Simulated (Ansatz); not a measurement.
The starting structures come from a database of crystals and need not be the phases stable at ambient conditions.

Inside the gap of an insulator the Bloch states are evanescent, with a wavenumber k + iκ along the transport direction.

Data:

```xyz
8
Lattice="4.5422 0.0000 0.0000 0.0000 4.5422 0.0000 0.0000 0.0000 10.9479" Properties=species:S:1:pos:R:3 pbc="T T T"
Cs     0.0000     0.0000     5.4740
Cd     2.2711     0.0000     9.1831
Cd     2.2711     0.0000     1.7648
Cd     0.0000     2.2711     9.1831
Cd     0.0000     2.2711     1.7648
As     2.2711     2.2711     7.6976
As     2.2711     2.2711     3.2503
As     0.0000     0.0000     0.0000
```

Space group of this cell: P4/mmm. The cell is taken as given.

Transport runs along the normal of the first two printed cell vectors, the (001) plane of the conventional cell.

The gap is the functional's own, uncorrected, and κ follows it; spin-orbit coupling is left out. Mid-gap values are interpolated between the computed energies.

**Question.** Predict the band gap and the smallest decay constant κ at mid-gap from Ansatz (a first-principles code) with r2SCAN.

**Answer.** Gap 0.61 eV on a 8×8×4 mesh; κ = 0.055 1/Å, at the zone centre.
